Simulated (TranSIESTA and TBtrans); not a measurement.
**Si chain with one Ni atom in place of Si**

System: Si chain with one Ni atom in place of Si. Leads: straight Si chain, spacing 2.25 Å. Geometry: 3 atoms about the centre moved by SIESTA (PBE, DZP) to a largest force of 0.00 eV/Å, all others as built, motion along the axis alone.

Computed with TranSIESTA and TBtrans, PBE, DZP numerical orbitals (energy shift 0.15 eV), PseudoDojo norm-conserving scalar-relativistic potentials, mesh cutoff 200 Ry, 300 K, spin-polarised (collinear), no spin-orbit coupling; self-consistent non-equilibrium Green functions.

```
Property                           Result
---------------------------------  ------
Conductance at 300 K (G0 = 2e²/h)    1.54
Mean T from −0.5 to 0.5 eV           1.42
```

Energies count from the leads' Fermi level. Transmissions are for each spin. The energy step is 0.01 eV; narrower resonances are cut or missed.

```csv
E (eV),T up,T down,lead channels up,down
-2.00,0,0,0,0
-1.80,0,0,0,0
-1.60,0,0,0,0
-1.40,0,0,0,0
-1.20,0.19,0.19,band edge,band edge
-1.00,1.27,1.27,3,3
-0.80,1.30,1.30,3,3
-0.60,0.90,0.90,3,3
-0.40,1.17,1.17,3,3
-0.20,1.42,1.43,3,3
0.00,1.54,1.55,3,3
0.20,1.53,1.53,3,3
0.40,1.46,1.46,3,3
0.60,1.39,1.39,3,3
0.80,1.35,1.35,3,3
1.00,1.35,1.35,3,3
1.20,1.38,1.38,3,3
1.40,1.43,1.43,3,3
1.60,1.48,1.48,3,3
1.80,1.54,1.54,3,3
2.00,1.59,1.59,3,3
```

Moments were seeded on the central atoms alone, and one start was tried. The straight chain is held at its spacing; free chains may zigzag or dimerise.
